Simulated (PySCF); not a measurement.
PySCF 2.14.0, B3LYP/def2-svp, df: O[Si](O)(O)[OH+][Si](O)(O)O, charge +1, multiplicity 1, 16 atoms. The geometry is a generated start, not checked to be a minimum at this level.

```
Item                          Result
-------------------  ---------------
task                          energy
method                         b3lyp
basis                       def2-svp
two-electron scheme  density fitting
mol.max_memory               3000 MB
mf.max_cycle                     100
mf.init_guess        minao (default)
mf.DIIS              CDIIS (default)
mf.conv_tol          1e-09 (default)
mf.grids.level           3 (default)
basis functions                  169
grid points                   205592
```

```xyz
16

O      1.4435     1.6272    -0.1327
Si     1.5298     0.0746     0.2561
O      1.2901    -0.3252     1.7822
O      2.7304    -0.7330    -0.4089
O      0.1536    -0.5100    -0.6284
Si    -1.5123    -0.0934    -0.3405
O     -1.7621     1.3647    -0.9170
O     -2.1676    -1.2485    -1.2257
O     -1.6269    -0.1714     1.2567
H      2.1906     2.2219    -0.1498
H      0.6507     0.0813     2.3653
H      3.2554    -1.3980     0.0296
H      0.3402    -0.9707    -1.4540
H     -1.5716     2.1954    -0.4854
H     -3.0032    -1.1758    -1.6797
H     -1.9406    -0.9389     1.7321
```

Charge 1 and multiplicity 1 are set for this test and not shown to be the ground state.

One run each on 2 threads, 1 BLAS thread. Values of diis_space tried: 3, 5, 8 (default), 12, 20.

Task: How does the count of Fock builds change with diis_space, and where is it least?

Result: Fewest Fock builds, within one of each other: 5 with 13, 8 (default) with 12, 12 with 12, 20 with 12. The count rises to 18 at 3. All converge to one solution.

```
diis_space   Fock builds            end
-----------  -----------  -------------
3                     18  same solution
5                     13  same solution
8 (default)           12  same solution
12                    12  same solution
20                    12  same solution
```
